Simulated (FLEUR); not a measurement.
Equation of state of antifluorite Mg2Sn (space group 225): energy against volume (FLEUR, PBE)

```xyz
3
Lattice="0.0000 3.3199 3.3199 3.3199 0.0000 3.3199 3.3199 3.3199 0.0000" Properties=species:S:1:pos:R:3 pbc="T T T"
Mg     1.6600     1.6600     1.6600
Mg     4.9799     4.9799     4.9799
Sn     0.0000     0.0000     0.0000
```

Level of theory: PBE, all-electron FLAPW (FLEUR), scalar-relativistic valence run with FLEUR. Settings: Kmax = 4.56 1/bohr; GmaxXC = 13.7 1/bohr; xcFunctional = pbe; jspins = 1; l_soc = F; mode = hist; fermiSmearingEnergy = 0.00036749 Htr; mesh (inpgen div1-3) = 8 8 8; inpgen gamma flag = true; Gmax = 13.7 1/bohr; numbands = 0; maxIterBroyd = 15; imix = Anderson; alpha = 0.05; precondParam = 0; minDistance = 1e-05 me/bohr^3. The cell above is the first row's. The rows scale it uniformly. In all rows fractional positions and the k mesh are held. E is the free energy at the stated smearing, counted from the lowest row.

```
V (Å^3/atom)  E (meV/atom)
------------  ------------
24.394               21.72
24.924               11.19
25.455                4.26
25.985                0.66
26.515                0.00
27.046                1.98
27.576                   ?
```

Problem. Fit E against V with the third-order Birch-Murnaghan form, a cubic in V^(-2/3), and predict the withheld value at V = 27.576.

Solution. With u = V^(-2/3) - 0.1148, the rows have u = 0.0040898, 0.0023984, 0.0007628, -0.0008140, -0.0023381, -0.0038149. Least squares gives E = 2.152 + 2321.3·u + 599550·u² + 714900·u³. Residuals (row less fit): -0.003, 0.012, -0.012, 0.001, 0.007, -0.002; standard error 0.013 (degrees of freedom: 2). Its minimum lies at u = -0.0019426, so V0 = (0.1128574)^(-3/2) = 26.38. There d²E/du² = 1191000 and d³E/du³ = 4289000, so B0 = (4/9) × 26.38^(-7/3) × 1191000 × 0.160218 = 40.9 GPa (the last factor turns the table's units into GPa), and B0' = 4 + (2/3) × 0.1128574 × (4289000)/1191000 = 4.3. At the withheld row, u = -0.0052416, so E = 2.152 + 2321.3 × (-0.0052416) + 599550 × (-0.0052416)² + 714900 × (-0.0052416)³ = 6.354 meV/atom. The calculation gives 6.38 meV/atom, 0.026 meV/atom above the prediction (0.1 % of the range of E in the table). The row lies outside the fitted rows, so this is an extrapolation. From the scatter of the fitted rows alone, a prediction at this place has a standard error of 0.045 meV/atom, so the miss is 0.6 times that.

Carrying the step between the two nearest rows on in a straight line would have given 3.96, off by 2.42; series whose last step already gives the withheld value aren't shown. The scan was laid around a cell of about the measured size, scaled by a guess for this functional. The runs keep the symmetry of the cell, so they don't test it for distortions. Values depend on the basis (sphere radii, cutoffs, local orbitals), which need not be converged. 2 of the planned runs didn't end soundly and are left out. Cutoffs and mesh are single choices, not tested for convergence of this quantity. Series with a scatter that would blur these digits, or in which a gap closes, are not shown. Nor are scans whose minimum lies at an end fitted in this form.
